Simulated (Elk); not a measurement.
One base run on YbAl₃ (Pm-3m, 4 atoms in the cell) and variants with one or two settings moved

```
YbAl3
1.0
    4.29210     0.00000     0.00000
    0.00000     4.29210     0.00000
    0.00000     0.00000     4.29210
Yb Al
1 3
Direct
  0.00000   0.00000   0.00000
  0.00000   0.50000   0.50000
  0.50000   0.00000   0.50000
  0.50000   0.50000   0.00000
```

Base run A: LDA (PW92), all-electron FP-LAPW, Elk's shipped species files, APW+lo basis with extra local orbitals (Elk 10.2.4), self-consistent single point.

Its settings: xctype = 3; rgkmax = 7.5; stype = 0; swidth = 0.00499791 Ha; ngridk = 6 6 6; gmaxvr = 14 1/bohr; nxlo = 2; lorbcnd = true; lmaxi = 2.

The starting cell comes from a database of computed structures (which also holds hypothetical and non-ambient phases and stackings), without a prior relaxation at this level. Spin polarisation is off. Values depend on the basis (sphere radii, cutoffs, local orbitals), which need not be converged.

ΔE is the total energy (no entropy term) per atom less that of run A. A dash stands where there is no value to compare (another energy zero or no entropy term, no result, no spin, no clean gap, or a mesh too coarse for one). 

Runs:
- B: swidth: 0.00499791 Ha → 0.0110248 Ha
- C: epspot: default → 3.7e-10 Ha; epsengy: default → 3.7e-08 Ha
- D: nempty: default → 7.75 per atom
- E: rgkmax: 7.5 → 5.81
- F: ngridk: 6 6 6 → 10 10 10
- G: mixsdb: default → 2
- H: swidth: 0.00499791 Ha → default; autoswidth: default → true
- I: nxlo: 2 → default

| run | ΔE (meV/atom) | k-points | basis size | ending |
|---|---|---|---|---|
| A | 0.00 | 20 | 604 | converged |
| B | 14.2 | 20 | 604 | converged |
| C | – | 20 | 604 | not converged |
| D | 0.00 | 20 | 604 | converged |
| E | 150.1 | 20 | 447 | converged |
| F | 2.6 | 56 | 604 | converged |
| G | -0.15 | 20 | 604 | converged |
| H | 1.73 | 20 | 604 | converged |
| I | 1.81 | 20 | 548 | converged |

Run B against A: The total energy goes up by 14.2 meV/atom.

Run F against A: The total energy goes up by 2.6 meV/atom.

Run C against A: The run ended unconverged after 200 iterations.
